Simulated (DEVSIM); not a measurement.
Device: illuminated Si n-on-p cell, one wavelength, with a back-surface field, at 300 K.

```
layer (left to right)  material  thickness (μm)  Nd (cm⁻³)  Na (cm⁻³)  τn (s)  τp (s)  absorption coefficient (cm⁻¹)
---------------------  --------  --------------  ---------  ---------  ------  ------  -----------------------------
1                            Si           0.280     1.4e19          -  2.7e-7  2.4e-7                          47000
2                            Si             160          -     2.4e17  3.1e-6  3.1e-6                          47000
3                            Si           0.230          -     1.5e18  3.1e-6  3.1e-6                          47000
```

Left contact: ohmic, minority hole recombination velocity 80 cm/s. Right contact: ohmic, minority electron recombination velocity 30 cm/s. Voltage is applied to the left contact. Recombination: SRH at mid-gap, radiative, Auger. Light enters at the left, 2e16 photons cm⁻² s⁻¹, one pass, no reflection. Mobility is μmin + (μ − μmin)/(1 + (N/Nref)^α).

This is a model device: material constants are rounded textbook-type values typed into the input, and sizes, dopings and lifetimes were drawn at random. Values at 300 K.

```tsv
parameter	Si
gap (eV)	1.124
affinity (eV)	4.05
permittivity	11.7
Nc (cm⁻³)	2.86e19
Nv (cm⁻³)	3.1e19
μn (cm²/Vs)	1417
μp (cm²/Vs)	470
μn,min	52
μp,min	45
Nref,n	9.7e16
Nref,p	2.2e17
αn	0.68
αp	0.72
B (cm³/s)	4.7e-15
Cn (cm⁶/s)	2.8e-31
Cp (cm⁶/s)	9.9e-32
```

DEVSIM, 1D drift-diffusion, Boltzmann statistics, complete ionisation; no tunnelling, impact ionisation, image-force lowering or self-heating.

The thickness of layer 1 was swept, all else fixed.

```csv
thickness of layer 1 (μm),share of generated pairs collected at short circuit,short-circuit current (mA/cm²),largest power (mW/cm²),open-circuit voltage (V)
0.056,0.996,3.19,1.62,0.612
0.098,0.996,3.19,1.62,0.612
0.17,0.994,3.19,1.62,0.612
0.28,0.989,3.17,1.61,0.612
0.48,0.968,3.10,1.57,0.611
0.84,0.897,2.87,1.45,0.609
1.4,0.741,2.37,1.18,0.603
```

From the first row to the last the share of generated pairs collected at short circuit goes from 0.996 to 0.741. From the first row to the last the short-circuit current goes from 3.19 to 2.37.
